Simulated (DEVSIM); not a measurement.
Device: Si p-n junction from an implanted or diffused profile, at 300 K.

```csv
layer (left to right),material,thickness (μm),Nd (cm⁻³),τn (s),τp (s)
1,Si,11.0,6.8e16,0.00023,0.00023
```

Added acceptor profile: 1.1e19 cm⁻³ × exp(−(x − 0 μm)²/(2·(0.11 μm)²)). Left contact: ohmic. Right contact: ohmic. Voltage is applied to the left contact. Recombination: SRH at mid-gap, Auger. Mobility is μmin + (μ − μmin)/(1 + (N/Nref)^α).

Constants are typed, rounded textbook-type inputs, not results; the design itself was drawn at random and stands for no fabricated device. Values at 300 K.

```
parameter           Si
-------------  -------
gap (eV)         1.124
affinity (eV)     4.05
permittivity      11.7
Nc (cm⁻³)      2.86e19
Nv (cm⁻³)       3.1e19
μn (cm²/Vs)       1417
μp (cm²/Vs)        470
μn,min              52
μp,min              45
Nref,n          9.7e16
Nref,p          2.2e17
αn                0.68
αp                0.72
Cn (cm⁶/s)     2.8e-31
Cp (cm⁶/s)     9.9e-32
```

DEVSIM, 1D drift-diffusion, Boltzmann statistics, complete ionisation; no tunnelling, impact ionisation, image-force lowering or self-heating.

The straggle of the profile was swept, all else fixed.

```csv
straggle of the profile (μm),dark forward voltage at 100 A/cm² (V),dark forward voltage at 1 A/cm² (V)
0.033,0.808,0.682
0.055,0.813,0.686
0.077,0.815,0.688
0.11,0.817,0.689
0.15,0.818,0.690
0.22,0.819,0.690
0.33,0.819,0.690
```

From the first row to the last the dark forward voltage at 100 A/cm² goes from 0.808 to 0.819. From the first row to the last the dark forward voltage at 1 A/cm² goes from 0.682 to 0.690.
